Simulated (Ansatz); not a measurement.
LiNbO₃ (model structure, started from the LiNbO3 type, R3c, No. 161, 10 atoms in the cell) was calculated with r²SCAN+rVV10 (Ansatz, an electronic-structure program, PAW).

Run with plane-wave cutoff 560 eV, 8×8×8 k mesh, Fermi–Dirac smearing 0.01 eV, no spin polarisation, scalar-relativistic PAW data made under PBE.

Cell (relaxed at this level):

```cif
data_Li2Nb2O6
_chemical_formula_sum 'Li2 Nb2 O6'
_space_group_name_H-M_alt 'P 1'
_space_group_IT_number 1
_cell_length_a 5.47805
_cell_length_b 5.47805
_cell_length_c 5.47805
_cell_angle_alpha 55.672
_cell_angle_beta 55.672
_cell_angle_gamma 55.672
loop_
_space_group_symop_operation_xyz
  'x, y, z'
loop_
_atom_site_label
_atom_site_type_symbol
_atom_site_fract_x
_atom_site_fract_y
_atom_site_fract_z
_atom_site_occupancy
Li1 Li 0.29796 0.29796 0.29796 1
Li2 Li 0.79796 0.79796 0.79796 1
Nb1 Nb 0.01576 0.01576 0.01576 1
Nb2 Nb 0.51576 0.51576 0.51576 1
O1 O 0.73451 0.12151 0.38054 1
O2 O 0.38054 0.73451 0.12151 1
O3 O 0.12151 0.38054 0.73451 1
O4 O 0.88054 0.62151 0.23451 1
O5 O 0.23451 0.88054 0.62151 1
O6 O 0.62151 0.23451 0.88054 1
```

Q: What does this level give for the band gap and smallest direct gap on the k points sampled?

A: 
- band gap: 4.01 eV
- smallest direct gap on the k points sampled: 4.09 eV

Spin–orbit coupling is not included.

The computed numbers hold no vibrational or temperature effects.

Cost on a shared machine: roughly 90 core-seconds.

A model structure was made by putting elements into a prototype or built by hand; here it ended with the formula and space group of a phase in our tables.
